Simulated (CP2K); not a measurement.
Band structure of CdF2 (Fm-3m, 3 atoms in the cell).

```
CELL_PARAMETERS angstrom
      3.84775     0.00000     0.00000
      1.92388     3.33225     0.00000
      1.92388     1.11075     3.14168
ATOMIC_POSITIONS crystal
  Cd 0.00000 0.00000 0.00000
  F  0.25000 0.25000 0.25000
  F  0.75000 0.75000 0.75000
```

Method: PBEsol, GPW, DZVP-MOLOPT-PBE-GTH basis, GTH-PBE potentials (POTENTIAL_UZH) (CP2K).

Settings: CUTOFF = 550 Ry; REL_CUTOFF = 60 Ry; SMEAR/METHOD = FERMI_DIRAC; ELECTRONIC_TEMPERATURE = 232.09 K; KPOINTS/SCHEME = MONKHORST-PACK 7 7 7; XC_FUNCTIONAL = PBE:PBESOL; Cd/BASIS_SET = DZVP-MOLOPT-PBE-GTH-q12; Cd/POTENTIAL = GTH-PBE-q12; F/BASIS_SET = DZVP-MOLOPT-PBE-GTH-q7; F/POTENTIAL = GTH-PBE-q7; METHOD = GPW; EPS_DEFAULT = 1e-10; EXTRAPOLATION = USE_GUESS; NGRIDS = 5.

The starting cell comes from a database of computed structures (which also holds hypothetical and non-ambient phases and stackings), without a prior relaxation at this level. Its lattice was rescaled by a random factor within 2.5 % of one. Values carry the incompleteness of an atom-centred basis. The potentials were made for another functional than the one used.

### Question
Predict the gap along the standard path and the places of the band edges.

### Answer
The gap along the path is 2.74 eV, from W to Γ; the smallest direct gap on it is 3.25 eV.

Levels in eV from the top of the valence band on the SCF mesh, bands 10 to 14:
```json
[
 {"point": "Γ", "10": "-0.89", "11": "-0.45", "12": "-0.45", "13": "-0.45", "14": "2.80"},
 {"point": "X", "10": "-2.85", "11": "-0.42", "12": "-0.03", "13": "-0.03", "14": "7.84"},
 {"point": "W", "10": "-1.46", "11": "-1.46", "12": "-0.51", "13": "0.06", "14": "7.84"},
 {"point": "K", "10": "-2.24", "11": "-0.87", "12": "-0.28", "13": "-0.14", "14": "7.74"},
 {"point": "L", "10": "-1.75", "11": "-1.75", "12": "-0.34", "13": "-0.34", "14": "6.92"},
 {"point": "U", "10": "-2.24", "11": "-0.87", "12": "-0.28", "13": "-0.14", "14": "7.74"}
]
```

Higher empty bands are left out: an atom-centred basis made for the valence describes them poorly.
